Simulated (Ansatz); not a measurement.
System: interstitial Li in bixbyite In2O3 with all lengths changed by -1 % (charge state +1). Computed with PBE, PAW (plane waves to 420 eV; Ansatz, a first-principles code).

Cell of 80 host sites held at the strained lattice (strain from the relaxed PBE one, atoms relaxed); one k-point at (0.250, 0.250, 0.250); Fermi-Dirac width 0.01 eV, spin-restricted; finite-size errors left in. No zero-point or tunnelling terms. The charge state is imposed; whether it is stable for some Fermi level was not computed. Sites that were not tried may lie lower. The start lies 0.24 eV above the lowest site run (PBE).

Barriers: single points on a 2×2×2 k-point mesh shifted by half a step at the bands' geometries.

Relaxed starting cell (atoms counted from 1):

```xyz
81
Lattice="10.1868 0.0000 0.0000 0.0000 10.1868 0.0000 0.0000 0.0000 10.1868" Properties=species:S:1:pos:R:3 pbc="T T T"
In     7.6712     2.5417     2.5437
In     2.5567     2.5584     2.5532
In     2.5479     7.6735     2.5368
In     2.5401     2.5492     7.6670
In     0.0126     2.5653     4.7539
In     0.3508     5.1036     2.5679
In     4.7363     5.0947     7.6231
In     2.5715     0.3527     5.0987
In     7.6261     4.7376     5.0890
In     0.0195     7.5356     0.3215
In     0.3260     0.0196     7.5322
In     2.5638     4.7592     0.0085
In     4.7567     0.0147     2.5606
In     7.5350     0.3270     0.0157
In     5.1015     2.5739     0.3469
In     5.0933     7.6280     4.7323
O      3.4940     6.3080     9.0592
O      1.1238     3.5490     1.2181
O      9.1437     1.5030     1.1848
O      6.1876     1.5669     8.9805
O      3.9706     3.5243     8.9880
O      1.2218     1.1258     3.5445
O      8.9914     3.9724     3.5185
O      3.5057     3.8899     6.2146
O      1.1278     1.5973     6.3073
O      3.8996     3.9889     1.5791
O      6.2181     3.5069     3.8847
O      9.0616     3.4941     6.3030
O      3.9876     1.5845     3.8956
O      6.3113     1.1306     1.5940
O      3.8888     6.2206     3.5017
O      6.3059     9.0650     3.4892
O      1.5826     3.9012     3.9834
O      1.5651     8.9844     6.1846
O      1.1881     9.1441     1.5010
O      8.9838     6.1895     1.5611
O      3.5478     1.2239     1.1192
O      3.5222     8.9935     3.9685
O      1.5038     1.1883     9.1384
O      1.5979     6.3123     1.1254
In     2.5141     7.6440     7.6327
In     7.6272     7.6284     7.6227
In     7.6366     2.5148     7.6409
In     7.6430     7.6390     2.5083
In     5.0828     7.6149     9.8296
In     5.4271    -0.0135     7.6166
In     9.8591    -0.0211     2.6469
In     7.6199     5.4290    -0.0190
In     2.6504     9.8596    -0.0261
In     5.0911     2.5590     5.4451
In     5.4483     5.0924     2.5540
In     7.6122     9.8355     5.0788
In     9.8331     5.0840     7.6082
In     2.5583     5.4495     5.0865
In    -0.0145     7.6218     5.4230
In    -0.0215     2.6509     9.8550
O      8.6185     1.2028     3.9929
O      6.1968     8.6030     6.2807
O      3.9661     6.6801     6.2923
O      1.1221     6.6926     3.8745
O      9.0551     8.5890     3.8702
O      6.2848     6.1985     8.5978
O      3.8738     9.0569     8.5830
O      8.6805     8.9971     1.0381
O      6.2123     6.6626     1.1885
O      8.9626     9.0619     6.6324
O      1.0436     8.6805     8.9936
O      3.9977     8.6215     1.1975
O      9.0605     6.6382     8.9573
O      1.1934     6.2138     6.6579
O      8.9968     1.0436     8.6770
O      1.2002     3.9981     8.6149
O      6.6376     8.9636     9.0564
O      6.6921     3.8791     1.1180
O      6.2962     3.9676     6.6752
O      3.8779     1.1234     6.6878
O      8.6023     6.2859     6.1921
O      8.5873     3.8745     9.0533
O      6.6793     6.2978     3.9609
O      6.6620     1.1941     6.2100
Li     0.0003     0.0010    -0.0022
```
Cell charge +1.

End state 1 differs by these moves (Å; atoms that move under 0.08 Å are left out):

| atom | element | Δx | Δy | Δz |
|---|---|---|---|---|
| 2 | In | 0.18 | 0.18 | 0.18 |
| 10 | In | -0.03 | 0.12 | 0.01 |
| 11 | In | 0.01 | -0.02 | 0.11 |
| 14 | In | 0.12 | 0.01 | -0.02 |
| 18 | O | 0.05 | -0.13 | 0.00 |
| 22 | O | 0.00 | 0.05 | -0.13 |
| 37 | O | -0.13 | 0.00 | 0.05 |
| 47 | In | -0.09 | -0.06 | -0.02 |
| 49 | In | -0.02 | -0.09 | -0.06 |
| 56 | In | -0.06 | -0.02 | -0.09 |
| 64 | O | -0.08 | -0.02 | 0.09 |
| 67 | O | 0.09 | -0.08 | -0.02 |
| 71 | O | -0.02 | 0.09 | -0.08 |
| 81 | Li | 1.32 | 1.32 | 1.32 |

**Question.** What forward and backward barriers to end state 1 does PBE, PAW give?

**Answer.** forward 0.45 eV, backward 0.35 eV; at the saddle point atom 81 has neighbours 3 In at 2.45; 3 O at 1.94 Å. The saddle point's order was not checked, and it lies on a symmetry element of the cell, where a band can be held.
